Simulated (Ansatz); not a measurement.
MgS (Fm-3m), Ansatz (a program for electronic structure) with HSE06 with spin-orbit coupling, rigid bands: band gap 3.80 eV, N_c = 1.63e19 cm⁻³ and N_v = 8.26e19 cm⁻³ at 300 K, conductivity masses of 0.347 mₑ (electrons) and 1.13 mₑ (holes). Take k_BT = 0.02585 eV.

**Question.** Find the intrinsic carrier density and the intrinsic Fermi level.

**Answer.** n_i = √(N_c N_v) exp(−E_g/2k_BT) = 3.67e19 × exp(−73.50) = 4.4e-13 cm⁻³. The level lies (k_BT/2) ln(N_v/N_c) = 21 meV from mid-gap (positive towards the conduction band). Each 0.1 eV added to the gap lowers n_i by a factor of 6.9.

**Question.** A film of it is 3 nm thick. Estimate the confinement energies in an infinite well.

**Answer.** ħ²π²/(2m t²) = 0.376 eV·nm²/(m/mₑ × t²) gives 120 meV for electrons and 37.0 meV for holes, so the gap would widen to about 3.96 eV. Finite barriers and nonparabolic bands lower this, and with several valleys or bands the heaviest mass along the normal sets the lowest level, not this average.

**Question.** What thermal injection velocity √(2k_BT/πm) limits a ballistic channel?

**Answer.** 9.13e6 cm/s for electrons and 5.06e6 cm/s for holes, a ratio of √(m_h/m_e) = 1.80, for dilute carriers.

Rigid, parabolic bands with the computed gap; masses take one relaxation time for all states. Geometry: cell and atoms relaxed with PBEsol.
